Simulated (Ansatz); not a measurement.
## Fluorite AuAl₂

Calculation: PBE+SOC (PAW; Ansatz, a first-principles code).

Settings: plane-wave cutoff 520 eV, 16×16×16 k mesh, Fermi–Dirac smearing 0.05 eV, PAW data made under PBE.

Cell: relaxed at this level.

```
Property                                            Value
------------------------------------------  -------------
equilibrium volume per atom                 18.41 Å³/atom
bulk modulus B0                                   107 GPa
lattice parameter a                               6.046 Å
band gap                                    zero (no gap)
pressure derivative B′ of the bulk modulus            4.9
```
